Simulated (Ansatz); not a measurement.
We consider C11b WSi₂, described by revPBE in Ansatz (plane waves, PAW).

Numerical settings: plane-wave cutoff 520 eV, 24×24×24 k mesh, Fermi–Dirac smearing 0.05 eV, no spin polarisation, scalar-relativistic PAW data made under PBE.

Cell (relaxed at this level):

```cif
data_Si2W
_chemical_formula_sum 'Si2 W1'
_space_group_name_H-M_alt 'P 1'
_space_group_IT_number 1
_cell_length_a 4.56145
_cell_length_b 4.56145
_cell_length_c 4.56145
_cell_angle_alpha 138.406
_cell_angle_beta 138.406
_cell_angle_gamma 60.282
loop_
_space_group_symop_operation_xyz
  'x, y, z'
loop_
_atom_site_label
_atom_site_type_symbol
_atom_site_fract_x
_atom_site_fract_y
_atom_site_fract_z
_atom_site_occupancy
Si1 Si 0.66547 0.66547 0.00000 1
Si2 Si 0.33453 0.33453 0.00000 1
W1 W 0.00000 0.00000 0.00000 1
```

Problem. Predict the bulk modulus and pressure derivative B′ of the bulk modulus.

Solution. 
- bulk modulus: 212 GPa
- pressure derivative B′ of the bulk modulus: 4.4

The run finds no gap.

Note: the bulk modulus comes from volumes at which shape and atoms were relaxed.

Spin–orbit coupling is not included.

Computing time: very roughly 20 core-minutes.

Ansatz is a program for electronic structure.
